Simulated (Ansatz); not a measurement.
We consider fluorite AuAl2, described by PBE0-D3(BJ) in Ansatz (plane waves, PAW).

Numerical settings: plane-wave cutoff 460 eV, 8×8×8 k mesh, Fermi–Dirac smearing 0.05 eV, scalar-relativistic PAW data made under PBE.

Cell (relaxed at this level):

Al₂Au is modelled in the cubic space group Fm-3m (No. 225), Pearson symbol cF12. Lattice parameters: a = b = c = 5.943 Å, α = β = γ = 90.00°. Al on 8c sees 4 Au at 2.574 Å and 6 Al at 2.972 Å. Au on 4a is surrounded by 8 Al at 2.574 Å (cubic). (Neighbours: up to the widest gap in distance over summed covalent radii, below 1.35, at either atom.)
(The calculation used a cell of 3 atoms; values per cell refer to that cell.)

Question: Give the computed bulk modulus.

Answer: 
bulk modulus: 129 GPa

Spin–orbit coupling is not included; it can shift volumes and moduli of such heavy elements.

Static lattice: no zero-point or thermal effects.

Ansatz is an electronic-structure program.
